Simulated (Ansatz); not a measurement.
System: CsCl-type PdIn. Method: r²SCAN+rVV10 (Ansatz, a first-principles code, plane waves, PAW).

Settings: plane-wave cutoff 560 eV, 18×18×18 k mesh, Fermi–Dirac smearing 0.05 eV, scalar-relativistic PAW data made under PBE.

Energies at three volumes about the minimum:

| V (Å³/atom) | E − E_lowest (meV/atom) |
|---|---|
| 16.845 | 3.15 |
| 17.189 | 0.00 |
| 17.533 | 2.91 |

### Question
Fit a parabola by hand: where is the minimum, what lattice constant follows, and what is the bulk modulus?

### Answer
Slopes: (0.00 − 3.15)/(17.189 − 16.845) = -9.157 and (2.91 − 0.00)/(17.533 − 17.189) = 8.459 meV/Å³. Curvature E″ = 2 × (8.459 − (-9.157))/(17.533 − 16.845) = 51.209 meV/Å⁶. From the middle of the first interval, the slope vanishes at V0 = 17.0170 − (-9.157)/51.209 = 17.196 Å³/atom. B = V0 E″ = 17.196 × 51.209 meV/Å³ × 0.1602 GPa per meV/Å³ = 141 GPa. With 2 atoms in the cube, a = (2 × 17.196)^(1/3) = 3.252 Å. The full Birch–Murnaghan fit to all volumes gives V0 = 17.188 Å³/atom and B0 = 141 GPa.
